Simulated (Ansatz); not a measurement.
Consider Cu-vacancy pair (Cu on one host Ti site, one Ti site vacant) in rock-salt TiN, neutral cell. All values below come from PBE, PAW (plane waves to 420 eV; Ansatz, a program for electronic structure).

64-site cell at the relaxed PBE lattice, a 3×3×3 k-point mesh shifted by half a step, smearing 0.10 eV, spin-restricted, no finite-size correction. Energies are static. Forms of the defect that were not tried may lie lower.

Barriers: single points on a 4×4×4 k-point mesh shifted by half a step at the bands' geometries.

The step: Cu and the vacancy change places (Cu-vacancy distance between ideal sites 3.00 Å throughout). Atoms about the jump, Cartesian Å from the middle of the jump, before and after:

```tsv
atom	x0	y0	z0	x1	y1	z1
Cu1	0.00	-0.65	-0.65	0.00	0.65	0.65
N2	0.00	1.19	-1.16	0.00	1.16	-1.19
N3	0.00	-1.16	1.19	0.00	-1.19	1.16
Ti4	-2.09	-1.02	1.06	-2.09	-1.06	1.02
Ti5	-2.09	1.06	-1.02	-2.09	1.02	-1.06
Ti6	2.09	1.06	-1.02	2.09	1.02	-1.06
Ti7	2.09	-1.02	1.06	2.09	-1.06	1.02
N8	-2.15	1.06	1.06	-2.15	1.07	1.07
N9	-2.15	-1.07	-1.07	-2.15	-1.06	-1.06
N10	2.15	1.06	1.06	2.15	1.07	1.07
N11	2.15	-1.07	-1.07	2.15	-1.06	-1.06
```

Question: Predict the transition state.

Answer: 
| atom | x | y | z |
|---|---|---|---|
| Cu1 | 0.00 | 0.00 | 0.00 |
| N2 | 0.00 | 1.26 | -1.25 |
| N3 | 0.00 | -1.25 | 1.25 |
| Ti4 | -2.14 | -1.04 | 1.05 |
| Ti5 | -2.14 | 1.05 | -1.05 |
| Ti6 | 2.13 | 1.05 | -1.05 |
| Ti7 | 2.14 | -1.05 | 1.05 |
| N8 | -2.16 | 1.07 | 1.07 |
| N9 | -2.16 | -1.06 | -1.07 |
| N10 | 2.16 | 1.07 | 1.07 |
| N11 | 2.16 | -1.06 | -1.07 |
It lies 0.27 eV above the start and 0.27 eV above the end. The saddle point's order was not checked, and it lies on a symmetry element of the cell, where a band can be held.
